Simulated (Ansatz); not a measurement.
## How far to go with the plane-wave cutoff: CsCdCl₃ (P4mm, 5 atoms in the cell)

```yaml
crystal:
  lattice:
    - [5.28019, 0.00000, 0.00000]
    - [0.00000, 5.28019, 0.00000]
    - [0.00000, 0.00000, 5.28019]
  atoms:
    - { symbol: Cs, position: [0.00000, 0.00000, 0.00947] }
    - { symbol: Cd, position: [0.50000, 0.50000, 0.50000] }
    - { symbol: Cl, position: [0.00000, 0.50000, 0.50000] }
    - { symbol: Cl, position: [0.50000, 0.00000, 0.50000] }
    - { symbol: Cl, position: [0.50000, 0.50000, 0.00000] }
```

Method of the run: LDA (PW92), default PAW files made with PBE (plane waves; Ansatz, a program for electronic structure).

Base settings: basis.ecutwfc = 30.9 Ry; kpoints.mp_grid.grid = 5 5 5; hamiltonian.xc = lda; hamiltonian.pseudopotentials = {kind: paw} (the program's default PAW files); scf.occupations.method = fixed.

The second cell is the first with its lattice scaled by 0.98.

The mesh stays at the base's, so the ladder's end is converged at best in this setting alone.

The first pressure column holds Ansatz's estimate of the finite-basis (Pulay) stress, which hides part of the cutoff error; the other is without it.

Only quantities that move along the ladder and can be compared are tabulated.

The count of work is k-points × plane waves × bands × iterations; it is no time. 

The starting cell comes from a database of computed structures (which also holds hypothetical and non-ambient phases and stackings), without a prior relaxation at this level. Its lattice was rescaled by up to half a per cent. One atom was moved a little off its site on purpose. In the base run, with a pressure of about -3 GPa the cell is away from its equilibrium volume at this level.

Steps (basis.ecutwfc): 10.7 Ry; 12.5 Ry; 14 Ry; 15.4 Ry; 16.9 Ry; 18.4 Ry; 21.7 Ry; 24.6 Ry; 27.9 Ry; 30.9 Ry; 33.8 Ry; 37.1 Ry; 41.5 Ry; 46.3 Ry; 54 Ry; 61.7 Ry; 74.2 Ry.

Question: What is the coarsest basis.ecutwfc that holds the energy of the compressed cell less the first within 2 meV/atom of the last step, with all finer ones?

Answer: 21.7 Ry, at 0.16 of the last step's count of work; the step before is off by 3.3 meV/atom.

Question: What is the coarsest basis.ecutwfc that holds the pressure within 0.1 GPa of the last step, with all finer ones?

Answer: 21.7 Ry, at 0.16 of the last step's count of work; the step before is off by 0.16 GPa.

Question: What is the coarsest basis.ecutwfc that holds the forces within 0.01 eV/Å of the last step, with all finer ones?

Answer: 16.9 Ry, at 0.11 of the last step's count of work; the step before is off by 0.011 eV/Å.

```csv
basis.ecutwfc,free energy less the last step's (meV/atom),energy of the compressed cell less the first (meV/atom),pressure (GPa),pressure without the Pulay estimate (GPa),largest difference of a force vector from the last step's (eV/Å),count of work / last
10.7 Ry,20236.30,-26.18,-6.72,-364.77,0.117,0.070
12.5 Ry,8665.36,-96.48,-5.54,-194.39,0.013,0.078
14 Ry,4113.79,-6.73,-4.03,-109.20,0.008,0.094
15.4 Ry,2018.74,-43.45,-3.07,-62.69,0.011,0.094
16.9 Ry,888.12,-22.81,-2.89,-33.49,0.006,0.11
18.4 Ry,373.22,-28.91,-3.08,-17.94,0.004,0.13
21.7 Ry,44.72,-24.94,-3.22,-5.67,0.001,0.16
24.6 Ry,5.27,-25.58,-3.24,-3.59,0.000,0.19
27.9 Ry,0.91,-25.64,-3.23,-3.26,0.000,0.23
30.9 Ry,0.64,-25.64,-3.23,-3.24,0.000,0.27
33.8 Ry,0.46,-25.65,-3.23,-3.24,0.000,0.30
37.1 Ry,0.32,-25.65,-3.23,-3.24,0.000,0.35
41.5 Ry,0.19,-25.66,-3.23,-3.24,0.000,0.41
46.3 Ry,0.08,-25.66,-3.23,-3.24,0.000,0.49
54 Ry,0.02,-25.66,-3.23,-3.24,0.000,0.62
61.7 Ry,0.01,-25.66,-3.23,-3.23,0.000,0.76
74.2 Ry,0.00,-25.66,-3.23,-3.24,0.000,1.0
```

The energy difference between the two cells stays within 1 meV/atom of the last step's from 21.7 Ry on, the total only from 27.9 Ry on: much of the error is common to both cells and cancels.

At the lowest cutoff the pressure without the Pulay estimate lies 362 GPa under the last step's, the usual sign of Pulay stress in an incomplete plane-wave basis.

Keys are those of Ansatz 0.2.
